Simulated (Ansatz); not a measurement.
Reference: Cd (P6_3/mmc), PBEsol, rigid bands (plane waves, PAW, scalar-relativistic; Ansatz, a first-principles code); axes and stresses refer to this cell.

```xyz
2
Lattice="2.9272 0.0000 0.0000 -1.4636 2.5350 0.0000 0.0000 0.0000 5.7247" Properties=species:S:1:pos:R:3 pbc="T T T"
Cd     0.0000     1.6900     1.4312
Cd     1.4636     0.8450     4.2935
```

- density of states at the Fermi level per atom: 0.23 states/eV
- Drude plasma energy: 8.1 eV
- root-mean-square Fermi velocity: 15.3 ×10⁵ m/s

Q: Change: spin-orbit coupling switched on. What happens to density of states at the Fermi level per atom, Drude plasma energy, root-mean-square Fermi velocity?

A: density of states at the Fermi level per atom moves little, to 0.23 states/eV; Drude plasma energy moves little, to 8.0 eV; root-mean-square Fermi velocity moves little, to 15.2 ×10⁵ m/s.

Metals at this level; values at 300 K, both spins, means over directions. As a rough test of the mesh, the Fermi surface's area from every second k point differs by up to 8 %. Spin-orbit coupling is left out unless a row names it.
